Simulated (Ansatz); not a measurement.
System: BiVO4 (I4₁/amd, No. 141, 12 atoms in the cell; start mp-545850; a measured phase of this formula has another space group). Method: PBEsol (plane waves, PAW; Ansatz, an electronic-structure program).

Settings: plane-wave cutoff 500 eV, 8×8×8 k mesh, gaussian smearing 0.02 eV, no spin polarisation, scalar-relativistic PAW data made under PBE.

Cell (relaxed at this level):

```cif
data_Bi4O16V4
_chemical_formula_sum 'V4 Bi4 O16'
_space_group_name_H-M_alt 'I41/amd :1'
_space_group_IT_number 141
_space_group_name_Hall 'I 4bw 2bw -1bw'
_cell_length_a 7.30294
_cell_length_b 7.30294
_cell_length_c 6.40505
_cell_angle_alpha 90.000
_cell_angle_beta 90.000
_cell_angle_gamma 90.000
loop_
_atom_site_label
_atom_site_type_symbol
_atom_site_symmetry_multiplicity
_atom_site_Wyckoff_symbol
_atom_site_fract_x
_atom_site_fract_y
_atom_site_fract_z
_atom_site_occupancy
V1 V 4 b 0.00000 0.00000 0.50000 1
Bi1 Bi 4 a 0.00000 0.00000 0.00000 1
O1 O 16 h 0.31887 0.00000 0.07987 1
```
(The calculation used a cell of 12 atoms; values per cell refer to that cell.)

**Question.** What does this level give for the band gap?

**Answer.** 
- band gap = 2.57 eV (on the SCF k mesh)

Note: the relaxation could not lower the start's symmetry, so the cell can be a saddle point above a distorted one.

Spin–orbit coupling is not included; with these elements it can move the gap by several tenths of an eV or more.

Static lattice: no zero-point or thermal effects.

A start named mp-… is a Materials Project structure, which need not be a measured phase.
